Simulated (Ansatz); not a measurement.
Results of LC-ωPBE (Ansatz, an electronic-structure program, plane waves, PAW) for AlB2-type HfB2.

Settings: plane-wave cutoff 460 eV, 12×12×8 k mesh (along the axes of the cell as run), Fermi–Dirac smearing 0.05 eV, scalar-relativistic PAW data made under PBE.

Computed at the level's own relaxed cell.

Question: Predict the lattice parameter a and lattice parameter c.

Answer: 
* **lattice parameter a**: 3.119 Å
* **lattice parameter c**: 3.447 Å

Measured, for comparison: lattice constant a 3.14 Å, lattice parameter c 3.48 Å (temperature not stated, copied from a table, unchecked, no zero-point or thermal correction; as tabulated in Journal of Nuclear Materials 21, 14 (1967)). Computed (rounded) less measured: lattice constant a not scored (unchecked), lattice parameter c not scored (unchecked). A static lattice is as a rule a little smaller and stiffer than an uncorrected measurement, which narrows the difference in the lattice constant a, lattice parameter c and would widen misses of the other sign.

Spin–orbit coupling is not included.

Static lattice: no zero-point or thermal effects.

It cost roughly 90 core-minutes of CPU time.
